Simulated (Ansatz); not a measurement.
A relaxation of cell and atoms of YCu5 (P6/mmm, 6 atoms in the cell) with Ansatz (a quantum-chemistry and plane-wave program).

Method of the run: LDA (PW92), default PAW files made with PBE (plane waves; Ansatz).

The change in words: atoms on their sites; basis.ecutwfc: 420 eV → 355 eV; relax: default → cell and atoms. Reference geometry:
```
YCu5
1.0
    4.98769     0.00000     0.00000
   -2.49385     4.31947     0.00000
    0.00000     0.00000     4.02142
Y Cu
1 5
Direct
  0.00000   0.00000   0.01243
  0.33333   0.66667   0.00000
  0.66667   0.33333   0.00000
  0.50000   0.00000   0.50000
  0.50000   0.50000   0.50000
  0.00000   0.50000   0.50000
```

Reference input (self-consistent single point, DFT, LDA (PW92), plane waves, default PAW files made with PBE): basis.ecutwfc = 420 eV; kpoints.mp_grid.grid = 6 6 6; hamiltonian.xc = lda; hamiltonian.pseudopotentials = {kind: paw} (the program's default PAW files); scf.occupations.method = fermi_dirac; scf.occupations.width = 0.1 eV. This run's input differs from it in these lines:

Ansatz 0.2 input:
```diff
@@ -7,3 +7,3 @@
   atoms:
-    - { symbol: Y, position: [0.000000, 0.000000, 0.012433] }
+    - { symbol: Y, position: [0.000000, 0.000000, 0.000000] }
     - { symbol: Cu, position: [0.333333, 0.666667, 0.000000] }
@@ -14,3 +14,3 @@
 basis:
-  ecutwfc: 420.0
+  ecutwfc: 355.0
 kpoints:
@@ -22,2 +22,4 @@
   occupations: { method: fermi_dirac, width: 0.1 }
+relax:
+  cell: {}
 output:
```

Output (repeated stretches shortened):

```
   [... SCF lines of the steps left out ...]
relax step   1: F+E_penalty+E_count = -36525.21762155 eV  Δ(F+E_penalty+E_count) = +0.000e0 eV  max|allowed force component| = 2.776e-17 eV/Å  Δτ_max = 0.0000 Å  P = -5.970 GPa  Ω = 86.638 Å³  (8 SCF iters, dr2 threshold 1.00e-7 eV, accepted)
relax step   2: F+E_penalty+E_count = -36525.32137961 eV  Δ(F+E_penalty+E_count) = -1.038e-1 eV  max|allowed force component| = 2.313e-18 eV/Å  Δτ_max = 0.0000 Å  P = -0.912 GPa  Ω = 83.621 Å³  energy of the carried Pulay correction = +3.889e-2 eV  [...]
   [... lines left out ...]
relax step   8: F+E_penalty+E_count = -36525.29696437 eV  Δ(F+E_penalty+E_count) = -7.075e-4 eV  max|allowed force component| = 6.553e-18 eV/Å  Δτ_max = 0.0000 Å  P = -0.003 GPa  Ω = 82.637 Å³  energy of the carried Pulay correction = +6.896e-4 eV  [...]
relax step   9: F+E_penalty+E_count = -36525.29638678 eV  Δ(F+E_penalty+E_count) = +5.776e-4 eV  max|allowed force component| = 8.866e-18 eV/Å  Δτ_max = 0.0000 Å  P = -0.009 GPa  Ω = 82.637 Å³  stress off target by 1.17e-2 GPa  SCF on the basis [...]
basis re-selected at this cell: Δ(F+E_penalty+E_count) = +5.776e-4 eV, ΔP = -0.005 GPa vs the last step
the relaxation is at rest under the 24 symmetry operations that the run kept from its start: a minimum is not shown …
Free energy (F): -36525.296387 eV
Internal energy: -36525.176492 eV  (E = F + TS)
E sigma→0 (E₀):  -36525.236439 eV
Entropy (-TS):   -0.119895 eV (-19.982 meV/atom)
Fermi energy:    15.790911 eV
--- Forces (eV/Å), atoms counted from 1 ---
  atom   1  Y      0.00000000    -0.00000000     0.00000000
   [... zero for the other atoms too ...]
   [... lines left out ...]
  cell:  # Å, volume = 82.6375 Å³
   [... lines left out ...]
    - { symbol: Y, position: [-4.899012743780524e-37, 2.9589337154904596e-35, 0.0] }
    - { symbol: Cu, position: [0.3333333333333333, 0.6666666666666666, 0.0] }
    - { symbol: Cu, position: [0.6666666666666666, 0.3333333333333333, 0.0] }
    - { symbol: Cu, position: [0.5, 1.7223355178459867e-36, 0.49999999999999994] }
    - { symbol: Cu, position: [0.5, 0.5, 0.49999999999999994] }
    - { symbol: Cu, position: [0.0, 0.5, 0.49999999999999994] }
```

The run converged.  The full log also holds: “iter 5 did not close the SCF: its close was put off for the readings that it lacked (scf_convergence_deferred on its scf_iter line)”.

Summary of the result:
| Property | Result |
|---|---|
| Free energy E − TS (on the zero of these files) | -36525.2964 eV |
| Fermi level (on the code's own zero) | 15.79 eV |
| Pressure | -0.01 GPa |
| Final cell | a = 4.904 Å, b = 4.904 Å, c = 3.967 Å, α = 90.00°, β = 90.00°, γ = 120.00° |
| Final volume per atom | 13.77 Å³ |
| Relaxation steps | 9 |

The starting cell comes from a database of computed structures (which also holds hypothetical and non-ambient phases and stackings), without a prior relaxation at this level. Its lattice was rescaled by up to half a per cent. Spin polarisation is off. The relaxation keeps the symmetry of its start, so its end need not be a minimum. Ansatz's pressure includes its estimate of the finite-basis (Pulay) stress. Without the estimate this run gives -2.18 GPa. The cutoff lies below the one recommended for these files.

Cost on one core of a shared machine: roughly 70 s.
